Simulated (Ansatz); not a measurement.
Cr2N: pressure series

The parent structure is Cr2N (space group P-31m, No. 162; a = 4.719 Å, c = 4.359 Å; non-magnetic).

Cell and atoms are relaxed at each pressure.

The values are results of PBEsol (Ansatz, a program for electronic structure; PAW; 420 eV plane waves; no SOC), not measurements.

| P (GPa) | V (Å³/atom) |
|---|---|
| -1.99 | 9.400 |
| -0.99 | 9.369 |
| 0.30 | 9.331 |
| 0.70 | 9.319 |
| 1.49 | 9.296 |
| 3.00 | 9.253 |
| 5.00 | 9.198 |
| 7.50 | 9.131 |
| 10.00 | 9.067 |

A third-order Birch–Murnaghan fit to these points gives V₀ = 9.34 Å³/atom, B₀ = 315 GPa and B₀′ = 4.5. At pressure 10 GPa the volume is 97.1 % of V₀.

Load acts through the strain it causes; cell and atoms are relaxed under it. Stability against distortions was not tested. No other phases were tried under pressure. Starting moments died away, wholly or in part, for the base; another magnetic solution may exist. The final runs are not spin-polarised. An odd electron count without spin: Cr2N.
